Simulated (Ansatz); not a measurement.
For PtAl2 (Fm-3m), PBEsol, DFPT electron-phonon coupling, linearised Boltzmann equation in Ansatz (a first-principles code) gives a transport coupling λ_tr = 0.386 and a Drude plasma energy ħω_p = 7.95 eV.

Estimate the resistivity at 300 K from the high-temperature formula ρ = 2π λ_tr k_B T / (ħ ε₀ ω_p²), and say how the full Boltzmann solution compares.

The scattering rate is 1/τ = 2π λ_tr k_B T/ħ = 9.53e13 s⁻¹ and ω_p = 1.21e16 s⁻¹, so ρ ≈ 7.37 μΩ·cm. The Boltzmann solution gives 6.80 μΩ·cm, 0.92 times the estimate.

A metal at this level (no band gap). Only scattering by harmonic phonons is included (no impurities, grain boundaries, electron-electron scattering or thermal expansion). Spin-orbit coupling is left out, which matters with elements this heavy. Halving the electron mesh (24x24x24) moves the resistivity by up to 3 % at 300 K, the coupling by up to 1 %. Smearing 0.20 eV; phonons on a 4x4x4 q mesh, which this run doesn't test.
